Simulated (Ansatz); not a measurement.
These are PBE (plane waves to 420 eV, PAW; Ansatz, a first-principles code) values and carry that method's errors.

Plane-averaged electrostatic potential energy along the normal, in eV from the Fermi level, for a constructed model of the (000-1) surface of wurtzite ZnO, O-terminated, 2x2 Zn adatom at T1 (bottom of the slab: 2 H on 4 bottom sites):

```tsv
z (Å)	V (eV)
3.44	6.76
3.73	6.76
4.02	6.76
4.31	6.76
4.59	6.76
4.88	6.76
5.17	6.76
5.45	6.76
5.74	6.76
6.03	6.75
6.31	6.74
6.60	6.70
6.89	6.61
7.18	6.42
7.46	5.97
7.75	4.93
8.04	4.76
8.32	4.74
8.61	3.21
8.90	0.54
9.19	-2.23
9.47	-4.78
9.76	-7.22
10.05	-9.10
10.33	-7.81
10.62	-3.62
10.91	1.55
11.19	2.94
11.48	1.42
11.77	-2.37
12.06	-5.73
12.34	-7.85
12.63	-9.64
12.92	-8.29
13.20	-3.56
13.49	1.14
13.78	3.47
14.06	2.48
14.35	-1.04
14.64	-4.74
14.93	-7.19
15.21	-9.55
15.50	-9.02
15.79	-4.78
16.07	0.37
16.36	3.50
16.65	2.99
16.94	-0.09
17.22	-3.94
17.51	-6.67
17.80	-9.32
18.08	-9.42
18.37	-5.71
18.66	-0.25
18.94	3.49
19.23	3.48
19.52	1.04
19.81	-2.91
20.09	-6.14
20.38	-9.46
20.67	-10.09
20.95	-6.46
21.24	-0.37
21.53	3.96
21.81	4.53
22.10	3.64
22.39	2.60
22.68	2.06
22.96	2.24
23.25	2.98
23.54	3.88
23.82	4.30
24.11	4.50
24.40	4.60
24.69	4.66
24.97	4.69
25.26	4.70
25.55	4.71
25.83	4.71
26.12	4.71
26.41	4.71
26.69	4.71
26.98	4.71
```

Slab: 43 atoms, 14.8 Å thick at the start with caps and adatoms; k 4x4x1, smearing 0.025 eV, dipole-corrected; 8 atoms held, the rest relaxed; start symmetry kept, larger cells not searched; no spin (in PBE a spin-polarised start ends 0.13 eV a cell lower), no spin-orbit, no U. The slab shows no gap over 0.04 eV on its mesh. In PBE it lies 0.36 eV a 1x1 cell over the lowest computed structure of the same composition (2x2 Zn adatom at T4).

The surface cell has an area of 37.26 Å². What dipole along the normal does the step between the two vacuum levels imply?

the top vacuum level lies 2.05 eV below the bottom one; p = −ε₀ A ΔV (ε₀ = 0.005526 e/(V·Å)) gives 0.42 e·Å a cell.
